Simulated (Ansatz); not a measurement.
# HfO2: pressure series

Start from HfO2 in the fluorite structure (space group Fm-3m, No. 225; a = 5.098 Å).

Cell and atoms are relaxed at each pressure.

Calculations: PBE (Ansatz, an electronic-structure program), spin-orbit coupling left out, earlier PAW set.

Candidates:
(a) pressure 30 GPa
(b) pressure 45 GPa
(c) pressure 18 GPa
(d) pressure 9 GPa
(e) pressure 4.2 GPa

Before the change:

| Property | Result |
|---|---|
| Band gap | 3.75 eV |

Problem. Order them by band gap, lowest first.

Solution. (e) pressure 4.2 GPa (3.79 eV), (d) pressure 9 GPa (3.83 eV), (c) pressure 18 GPa (3.90 eV), (a) pressure 30 GPa (3.98 eV), (b) pressure 45 GPa (4.07 eV)

With Hf present, leaving out spin-orbit coupling can change the band edges. Load acts through the strain it causes; cell and atoms are relaxed under it. Stability against distortions was not tested. No other phases were tried under pressure. This is not the structure that HfO2 has at room temperature and ambient pressure.
